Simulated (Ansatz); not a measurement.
Base system: SiC (space group P6_422, No. 181; a = 3.066 Å, c = 7.031 Å; a hypothetical phase, not in the database extracts checked). Axes: x lies along a and z along c of the hexagonal cell.

The change: uniaxial strain ε_xx = +2.84 %, all other strain components held at zero; the atoms relax in the strained cell.

Levels (all Ansatz, a quantum-chemistry and plane-wave program, PAW): PBEsol (420 eV, spin-orbit coupling left out); r2SCAN (500 eV, no SOC).

The geometry is relaxed with PBEsol.

- PBEsol pressure: -5.70 GPa
- PBEsol band gap: 0.83 eV
- PBEsol smallest direct gap: 2.83 eV

With r2SCAN at the same geometry, the pressure goes up by 1.19 GPa, from -5.70 GPa to -4.51 GPa; the band gap rises by 0.404 eV to 1.24 eV; the smallest direct gap goes up by 0.45 eV, from 2.83 eV to 3.28 eV.

Single points use the geometry relaxed with PBEsol. Their cutoffs differ, which shifts pressures a little. Whether these cells are dynamically stable was not tested. The base started in P3_121 and relaxed to P6_422 at this level.
